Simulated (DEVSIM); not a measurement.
System: abrupt Ge n-p junction, at 300 K.

Layer 1 from the left is Ge, thickness (μm) 0.770, Nd (cm⁻³) 3.7e15, τn (s) 0.00039, τp (s) 0.00039. Layer 2 from the left is Ge, thickness (μm) 85.0, Na (cm⁻³) 6.6e14, τn (s) 0.00039, τp (s) 0.00039.

Left contact: ohmic. Right contact: ohmic. Voltage is applied to the left contact. Recombination: SRH at mid-gap, Auger. Mobility is μmin + (μ − μmin)/(1 + (N/Nref)^α).

This is a model device: material constants are rounded textbook-type values typed into the input, and sizes, dopings and lifetimes were drawn at random. Values at 300 K.

Ge: gap (eV) 0.664, affinity (eV) 4, permittivity 16, Nc (cm⁻³) 1.04e19, Nv (cm⁻³) 6e18, μn (cm²/Vs) 3900, μp (cm²/Vs) 1900, μn,min 150, μp,min 100, Nref,n 2.6e17, Nref,p 4e17, αn 0.56, αp 0.6, Cn (cm⁶/s) 1e-31, Cp (cm⁶/s) 1e-31.

Simulated with DEVSIM: 1D drift-diffusion, Boltzmann statistics, complete ionisation; no tunnelling, impact ionisation, image-force lowering or self-heating.

What does the simulation give for the largest field in the device at zero bias, the dark forward voltage at 1 A/cm², the potential step across the device at zero bias?

largest field in the device at zero bias 5000 V/cm; dark forward voltage at 1 A/cm² 0.146 V; potential step across the device at zero bias 0.223 V.
